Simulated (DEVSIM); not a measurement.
Structure: Schottky contact on n-type GaAs, at 350 K.

```csv
layer (left to right),material,thickness (μm),Nd (cm⁻³),τn (s),τp (s)
1,GaAs,0.910,1.8e17,7.9e-8,7.9e-8
```

Left contact: Schottky, work function 4.96 eV, emission velocity 2.5e6 cm/s. Right contact: ohmic. Voltage is applied to the left contact. Recombination: SRH at mid-gap, radiative, Auger. Mobility is μmin + (μ − μmin)/(1 + (N/Nref)^α).

Constants are typed, rounded textbook-type inputs, not results; the design itself was drawn at random and stands for no fabricated device. Values at 300 K; Nc and Nv go as T^1.5, mobilities as T to minus their exponent, the gap by Varshni's rule with the affinity fixed.

```csv
parameter,GaAs
gap (eV),1.424
affinity (eV),4.07
permittivity,12.9
Nc (cm⁻³),4.7e17
Nv (cm⁻³),9e18
μn (cm²/Vs),8500
μp (cm²/Vs),400
"μn,min",500
"μp,min",20
"Nref,n",6e16
"Nref,p",1.5e17
αn,0.39
αp,0.38
T exponent of μn,2.1
T exponent of μp,2.2
B (cm³/s),2e-10
Cn (cm⁶/s),1e-30
Cp (cm⁶/s),1e-30
Varshni α (eV/K),0.000541
Varshni β (K),204
```

Model (solved in DEVSIM): 1D drift-diffusion, Boltzmann statistics, complete ionisation; no tunnelling, impact ionisation, image-force lowering or self-heating. Metal contacts follow the ideal Schottky-Mott rule: no Fermi-level pinning, no interface dipoles.

### Question
Give the dark forward current.

### Answer

(V (V), J (A/cm²)): (0.05, 1.5e-7); (0.10, 9.6e-7); (0.15, 5.2e-6); (0.20, 2.7e-5); (0.25, 0.00014); (0.30, 0.00075); (0.35, 0.0040); (0.40, 0.021); (0.45, 0.11); (0.50, 0.57); (0.55, 3.0); (0.60, 16); (0.65, 82); (0.70, 420); (0.75, 2100)
